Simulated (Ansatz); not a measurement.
# BN: response to strain

The parent structure is BN in the wurtzite structure (space group P6_3mc, No. 186).

BN is taken in the hexagonal space group P6₃mc (No. 186), the wurtzite structure, Pearson symbol hP4. Cell: a = b = 2.5232 Å, c = 4.1751 Å, α = β = 90.00°, γ = 120.00°. B on 2b is coordinated by 4 N at 1.548–1.563 Å (tetrahedral). N on 2b has 4 B at 1.548–1.563 Å (tetrahedral). (Neighbours: up to the widest gap in distance over summed covalent radii, below 1.35, at either atom.)

Strains are applied to the cell and any free atomic positions relax.

Method: LDA/PAW in Ansatz (an electronic-structure program), no spin-orbit coupling.

```
isotropic strain (%)  band gap (eV)
--------------------  -------------
-3                             4.71
-2.4                           4.76
-1.8                           4.80
-1.2                           4.85
-0.6                              ?
0                              4.93
```

Task: Fit E_g = E₀ + Dε (ε in %) to the rows shown and predict the withheld row.

Result: Least squares on the printed values gives E₀ = 4.93 eV, D = 73.2 meV per % of strain (largest residual 0.00 eV); this predicts 4.89 eV, and the run gives 4.89 eV, in agreement.

Stability against distortions was not tested.
